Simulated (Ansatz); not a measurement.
A self-consistent single point of V3Re (P1, 4 atoms in the cell) with Ansatz (a first-principles code).

Level of theory: LDA (PW92), default PAW files made with PBE (plane waves; Ansatz).

```yaml
crystal:
  lattice:
    - [0.00000, 3.00145, 3.00145]
    - [3.00145, 0.00000, 3.00145]
    - [3.00145, 3.00145, 0.00000]
  atoms:
    - { symbol: V, position: [0.76781, 0.74881, 0.74758] }
    - { symbol: V, position: [0.25730, 0.24710, 0.25073] }
    - { symbol: V, position: [0.98491, 0.99468, 0.99541] }
    - { symbol: Re, position: [0.48998, 0.50941, 0.50629] }
```

Reference input (self-consistent single point, DFT, LDA (PW92), plane waves, default PAW files made with PBE): kpoints.mp_grid.grid = 5 5 5; hamiltonian.xc = lda; hamiltonian.pseudopotentials = {kind: paw} (the program's default PAW files); scf.occupations.method = gaussian; scf.occupations.width = 0.1 eV. This run's input differs from it in these lines:

Ansatz 0.2 input:
```diff
@@ -12,3 +12,3 @@
 kpoints:
-  mp_grid: { grid: [5, 5, 5] }
+  mp_grid: { grid: [8, 8, 8] }
 hamiltonian:
```

The program printed (abridged):

```
SCF iter   1: F=—  HF=-19189.896401 eV  |F-HF|=—  |Δ(HF+E_count)|=         —  Δρ=1.18e-2  dr2=9.72e-2  ethr=1.77e-3  ⟨swp⟩=4.0  Hψ=28268  notcnv=0
all-band conjugate gradients solve this SCF's bands
preconditioner: auto → Kerker (q_TF=auto, 2.728 Å⁻¹)
SCF iter   2: F=—  HF=-19189.890776 eV  |F-HF|=—  |Δ(HF+E_count)|=   5.62e-3  Δρ=5.44e-3  dr2=1.77e-2  ethr=1.80e-4  ⟨swp⟩=1.0  Hψ=10660  notcnv=0
SCF iter   3: F=—  HF=-19189.889330 eV  |F-HF|=—  |Δ(HF+E_count)|=   1.45e-3  Δρ=8.17e-4  dr2=2.39e-4  ethr=3.29e-5  ⟨swp⟩=2.0  Hψ=8978  notcnv=0
SCF iter   4: F=—  HF=-19189.889321 eV  |F-HF|=—  |Δ(HF+E_count)|=   8.62e-6  Δρ=1.93e-4  dr2=1.63e-5  ethr=4.43e-7  ⟨swp⟩=2.0  Hψ=11026  notcnv=0
SCF iter   5: F=—  HF=-19189.889320 eV  |F-HF|=—  |Δ(HF+E_count)|=   1.60e-6  Δρ=3.27e-5  dr2=6.22e-7  ethr=3.02e-8  ⟨swp⟩=2.1  Hψ=11634  notcnv=0
SCF iter   6: F=—  HF=-19189.889319 eV  |F-HF|=—  |Δ(HF+E_count)|=   2.48e-8  Δρ=1.61e-5  dr2=1.76e-7  ethr=1.85e-10  ⟨swp⟩=7.2  Hψ=32408  notcnv=0
SCF iter   7: F=-19189.889319 eV  HF=-19189.889319 eV  |F-HF|=6.76e-9  |Δ(HF+E_count)|=   7.05e-9  Δρ=3.19e-6  dr2=8.47e-9  ethr=1.85e-10  ⟨swp⟩=3.0  Hψ=22732  notcnv=0
SCF 1 converged in 7 iterations: F = -19189.889319 eV  dr2 = 8.47e-9
Free energy (F): -19189.889319 eV
Internal energy: -19189.869655 eV  (E = F + TS)
E sigma→0 (E₀):  -19189.879487 eV
Entropy (-TS):   -0.019665 eV (-4.916 meV/atom)
Fermi energy:    18.592441 eV
--- Forces (eV/Å), atoms counted from 1 ---
  atom   1  V      0.25325444    -0.75661851    -0.78398863
  atom   2  V      0.19898044    -0.44140408    -0.25907272
  atom   3  V      0.38005314     0.83076286     0.85376836
  atom   4  Re    -0.83228755     0.36726444     0.18929786
--- Stress (GPa, compression-positive) ---
      -10.595933      -0.279264      -0.243111
       -0.279264     -11.202947      -0.521291
       -0.243111      -0.521291     -11.028668
  P = ⅓ Tr σ = -10.9425 GPa (-109.425 kbar)
  The stress holds the Pulay correction. Without it, at fixed plane waves, as pw.x and ABINIT print it: P = -11.0320 GPa
```

The run converged in 7 iterations. Against the reference run the free energy is nearly the same (within 1 meV/atom), the pressure goes from -10.40 to -10.94 GPa and the largest force goes from 1.128 to 1.250 eV/Å.

The starting cell comes from a database of computed structures (which also holds hypothetical and non-ambient phases and stackings), without a prior relaxation at this level. Its atoms were displaced at random from the sites of space group no. 225. Spin polarisation is off. With a pressure of about -11 GPa the cell is away from its equilibrium volume at this level. Forces in this geometry exceed 1 eV/Å. Ansatz's pressure includes its estimate of the finite-basis (Pulay) stress.

Cost on one core of a shared machine: roughly 40 s.
